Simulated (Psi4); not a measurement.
Psi4 1.11, B3LYP/def2-svp: Ca(F)2(NH3)2 ([NH3]->[Ca](<-[NH3])([F])[F]), 11 atoms. The geometry is a generated start, not checked to be a minimum at this level.

```
Quantity                             Result
--------------------------  ---------------
task                                 energy
method                                b3lyp
basis                              def2-svp
memory                                 3 GB
maxiter                                 100
keys of the molecule block      symmetry c1
scf_type                       df (default)
e_convergence               1e-06 (default)
d_convergence               1e-06 (default)
dft_radial_points              75 (default)
dft_spherical_points          302 (default)
basis functions                         110
grid points                          237584
```

```xyz
11

Ca    -0.1475    -0.4197    -0.3859
F      1.6250     0.1413    -0.0451
F     -1.2915     0.6141     0.7206
N      0.0984    -1.7774     1.4897
H     -0.0222    -2.6792     1.9411
H     -0.4858    -1.0916     1.9616
H      1.0556    -1.4582     1.6212
N     -0.2547     1.3975    -1.8397
H     -0.8361     1.8537    -1.1397
H     -0.4466     1.8091    -2.7485
H      0.7054     1.6103    -1.5752
```

With the defaults (diis = true, scf_initial_accelerator = adiis, damping_percentage = 0, guess = auto, which took SAD, diis_max_vecs = 10, diis_start = 1, soscf = false, soscf_start_convergence = 0.01) it converges in 9 SCF iterations. One run each on 2 threads, with these changes:
- soscf = true, soscf_start_convergence = 0.1
- diis_max_vecs = 6
- guess = modhuckel
- guess = core
- guess = sap
- diis_start = 4
- damping_percentage = 60
- diis = false, scf_initial_accelerator = none, damping_percentage = 60
- guess = gwh

Task: Which of these changes keep the SCF from converging, or lead it to another solution?

Result: No convergence: diis = false, scf_initial_accelerator = none, damping_percentage = 60 (the run ends without SCF convergence in 100 iterations). The rest reach the solution of the defaults.

```json
[
 {"setting": "soscf = true, soscf_start_convergence = 0.1", "SCF iterations": "6", "JK calls": "22", "end": "same solution"},
 {"setting": "the defaults", "SCF iterations": "9", "JK calls": "10", "end": "same solution"},
 {"setting": "diis_max_vecs = 6", "SCF iterations": "9", "JK calls": "10", "end": "same solution"},
 {"setting": "guess = sap", "SCF iterations": "9", "JK calls": "9", "end": "same solution"},
 {"setting": "guess = modhuckel", "SCF iterations": "12", "JK calls": "33", "end": "same solution"},
 {"setting": "guess = gwh", "SCF iterations": "13", "JK calls": "13", "end": "same solution"},
 {"setting": "diis_start = 4", "SCF iterations": "14", "JK calls": "15", "end": "same solution"},
 {"setting": "guess = core", "SCF iterations": "15", "JK calls": "15", "end": "same solution"},
 {"setting": "damping_percentage = 60", "SCF iterations": "98", "JK calls": "99", "end": "same solution"},
 {"setting": "diis = false, scf_initial_accelerator = none, damping_percentage = 60", "SCF iterations": "100", "JK calls": "101", "end": "no convergence"}
]
```

An SOSCF iteration holds several JK calls; a Hückel guess adds calls on atoms.
